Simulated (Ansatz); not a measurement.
The parent structure is Mo in the bcc (W type) structure (space group Im-3m, No. 229; a = 3.1506 Å). Axes: x, y, z lie along the cube axes.

Method: DFT with r2SCAN, PAW potentials and a 500 eV plane-wave cutoff in Ansatz (an electronic-structure program), without spin-orbit coupling.

For the base:

```
Quantity                        Result
-----------------------------  -------
Shortest interatomic distance  2.728 Å
Pressure                       0.0 GPa
```

The change: a pure shear with ε_xz = ε_zx = 0.0068, atoms relaxed at fixed cell.

Q: How does this affect the shortest interatomic distance, energy relative to the base and pressure?

A: The shortest interatomic distance decreases by 0.012 Å to 2.716 Å; the energy goes up by 0.9 meV/atom; the pressure (mean of the normal stresses, compression positive) is still 0.0 GPa.

Without a gap, meshes like the base's 21×21×21 leave anisotropic stresses uncertain by several tenths of a GPa, and small strain energies with them. The cells carry an imposed strain or load. Whether these cells are dynamically stable was not tested. All final runs are without spin polarisation.
